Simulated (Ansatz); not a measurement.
The starting structures come from a database of crystals and need not be the phases stable at ambient conditions.

By PBEsol, the system below comes out a metal.

```
CoGa
1.0
    2.84723     0.00000     0.00000
    0.00000     2.84723     0.00000
    0.00000     0.00000     2.93265
Ga Co
1 1
Direct
  0.50000   0.50000   0.50000
  0.00000   0.00000   0.00000
```

The cell is strained (lengths along the current scaled by 1.03, ions clamped); by PBEsol it stands under a pressure of -6.8 GPa.

The current flows along the normal of the first two printed cell vectors, the (001) (indices of the unstrained crystal) plane of the conventional cell. No spin-orbit coupling; the value is a mean over 0.1 eV about the Fermi level.

Task: Give the ballistic conductance per area that PBEsol in Ansatz (a program for electronic structure) yields.

Result: 0.74 × 10¹⁵ S/m² for both spins.
